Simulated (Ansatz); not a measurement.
For TiO₂ (Pbcn, No. 60; high-pressure phase), LDA (PAW; Ansatz, a program for electronic structure) gives:

| Quantity | Value |
|---|---|
| volume per atom | 9.87 Å³/atom |
| band gap at the PBEsol cell | 2.61 eV |
| high-frequency dielectric constant | 7.47 |
| polycrystal shear modulus | 94.2 GPa |
| formation enthalpy | -3.406 eV/atom |

Question: What does r²SCAN (Ansatz, plane waves, PAW) give for the same quantities?

Answer: 
- equilibrium volume per atom: 10.22 Å³/atom (grows by 3.5 %)
- band gap at the PBEsol cell: 3.07 eV (grows by 0.46 eV)
- high-frequency dielectric constant: 6.69 (decreases by 10 %)
- Voigt–Reuss–Hill shear modulus: 94.1 GPa (stays essentially unchanged)
- formation enthalpy: -3.325 eV/atom (moves by +0.081 eV/atom)

Changes are worked out from the printed values.

Unless a cell is named, each level is at its own relaxed cell (LDA 9.87, r²SCAN 10.22 Å³/atom).

Density-functional gaps are differences of (generalised) Kohn–Sham levels.

Caveats: the relaxation could not lower the start's symmetry, so the cell can be a saddle point above a distorted one (LDA, r²SCAN). Ansatz's density-functional and Hartree–Fock values are scalar-relativistic unless marked +SOC, with PAW data made under PBE.
